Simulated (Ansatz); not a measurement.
Input:

End structure of a constructed model of the (111) surface of fcc Ir, a pseudomorphic layer of Mo in the host's stacking (bottom of the slab: a bare face, its two planes held):

```yaml
crystal:
  lattice:
    - [2.73720, 0.00000, 0.00000]
    - [-1.36860, 2.37048, 0.00000]
    - [0.00000, 0.00000, 30.00000]
  atoms:
    - { symbol: Ir, position: [0.33333, 0.66667, 0.26989] }
    - { symbol: Ir, position: [0.66667, 0.33333, 0.34439] }
    - { symbol: Ir, position: [0.00000, 0.00000, 0.41829] }
    - { symbol: Ir, position: [0.33333, 0.66667, 0.49285] }
    - { symbol: Ir, position: [0.66667, 0.33333, 0.56696] }
    - { symbol: Ir, position: [0.00000, 0.00000, 0.64473] }
    - { symbol: Mo, position: [0.33333, 0.66667, 0.71671] }
```

Model: 7-atom slab, 13.8 Å thick at the start with caps and adatoms (thin: gaps and levels are the slab's own), 16x16x1 mesh, Fermi-Dirac 0.1 eV, dipole correction, single point; on the structure that PBE left under its start's symmetry; no spin, no spin-orbit, no U. In PBE it lies 0.08 eV a 1x1 cell over the lowest computed structure of the same composition (a pseudomorphic layer of Mo in the other hollow).

Problem. Give the work function of the top face at the level r2SCAN, at the PBE geometry run with Ansatz (a first-principles code).

Solution. 5.22 eV
